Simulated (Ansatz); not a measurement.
We consider AlN (Fm-3m, No. 225, 2 atoms in the cell; start mp-1330; high-pressure phase), described by HSE06 (Ansatz, a program for electronic structure, plane waves, PAW).

Numerical settings: plane-wave cutoff 520 eV, 12×12×12 k mesh, scalar-relativistic PAW data made under PBE.

Computed at the level's own relaxed cell.

Hill averages of the elastic tensor: K = 280.5 GPa, G = 241.6 GPa. Volume 8.183 Å³/atom, mean atomic mass 20.494 u.

Task: Work out the density, the sound velocities of a polycrystal and the elastic Debye temperature at this level.

Result: ρ = 1.66054 × 20.494/8.183 = 4.159 g/cm³. v_l = √[(K + 4G/3)/ρ] = 12.037 km/s and v_t = √(G/ρ) = 7.622 km/s. The mean follows from 3/v_m³ = 1/v_l³ + 2/v_t³: v_m = 8.384 km/s. Θ_D = (ħ/k_B) v_m (6π²/V)^(1/3) = 76.38 K Å s/km × 8.384 × 1.9343 Å⁻¹ = 1239 K, counting all atoms of the cell.

Note: the relaxation could not lower the start's symmetry, so the cell can be a saddle point above a distorted one.

A start named mp-… is a Materials Project structure, which need not be a measured phase.
